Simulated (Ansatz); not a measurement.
We consider A-type hexagonal Ce2O3, described by PBEsol in Ansatz (plane waves, PAW).

Run with plane-wave cutoff 520 eV, 12×12×6 k mesh (along the axes of the cell as run), Fermi–Dirac smearing 0.01 eV, spin-polarised start, scalar-relativistic PAW data made under PBE.

A third-order Birch–Murnaghan fit to the energies gives V0 = 14.777 Å³/atom, B0 = 130 GPa, B′ = 4.0.

```json
[
 {"V (Å³/atom)": "14.184", "P (GPa)": "___"},
 {"V (Å³/atom)": "14.480", "P (GPa)": "2.74"},
 {"V (Å³/atom)": "14.775", "P (GPa)": "0.00"},
 {"V (Å³/atom)": "15.071", "P (GPa)": "___"},
 {"V (Å³/atom)": "15.366", "P (GPa)": "___"}
]
```

### Question
Estimate the withheld pressures from this fit; the answers are the runs' own values.

### Answer

- 14.184, P (GPa): 5.76
- 15.071, P (GPa): -2.46
- 15.366, P (GPa): -4.69

The formula P = (3/2) B0 (x^(7/3) − x^(5/3)) [1 + (3/4)(B′ − 4)(x^(2/3) − 1)] with x = V0/V meets the computed pressures within 0.02 GPa when these rounded values are put in.

Shape and atoms are relaxed at each volume.

Note: the magnetic order was assumed, not searched for or taken from measurement; the gap of the solid is closed in this run; the relaxation could not lower the start's symmetry, so the cell can be a saddle point above a distorted one; the 4f shell is treated without U or exact exchange, so its levels and filling can be wrong; this level leaves the solid without a gap, although one is measured; the bulk modulus comes from volumes at which shape and atoms were relaxed.

Spin–orbit coupling is not included; it can open a gap where bands touch, and shift volumes and moduli.

Static lattice: no zero-point or thermal effects.

Cost on a shared machine: roughly 40 core-minutes.

Ansatz is a first-principles code.
